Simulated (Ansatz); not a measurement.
Pressure series in MoTe2

The parent structure is MoTe2 in the 2H-MoS2 type structure (space group P6_3/mmc, No. 194; a = 3.497 Å, c = 13.697 Å; layered, stacked along the Cartesian z axis).

Cell and atoms are relaxed at each pressure.

Method: Ansatz (an electronic-structure program) PBE-D3(BJ), scalar-relativistic without spin-orbit coupling, earlier PAW set.

| case | band gap | c/a ratio | shortest interatomic distance |
|---|---|---|---|
| base | 0.60 eV | 3.917 | 2.716 Å |
| pressure −2 GPa | 0.81 eV | 4.039 | 2.729 Å |
| pressure −1 GPa | 0.69 eV | 3.957 | 2.722 Å |
| pressure 0.9 GPa | 0.52 eV | 3.894 | 2.711 Å |
| pressure 4.5 GPa | 0.23 eV | 3.855 | 2.693 Å |
| pressure 9 GPa | zero | 3.838 | 2.675 Å |
| pressure 15 GPa | zero | 3.831 | 2.654 Å |
| pressure 22.5 GPa | zero | 3.848 | 2.632 Å |
| pressure 30 GPa | zero | 3.872 | 2.613 Å |

A case with no gap was solved on a k-mesh chosen for an insulator, which is coarse for it. Spin-orbit coupling, missing from the scalar runs, can matter with Te. Load acts through the strain it causes; cell and atoms are relaxed under it. Whether these cells are dynamically stable was not tested. Competing high-pressure phases were not computed. All final runs are without spin polarisation. The program warned that a D3 coordination switch lies within reach, so dispersion energies are less smooth here. The zero or small gap of MoTe2 under pressure 4.5 GPa, MoTe2 under pressure 9 GPa, MoTe2 under pressure 15 GPa and MoTe2 under pressure 22.5 GPa can change with the level of theory.
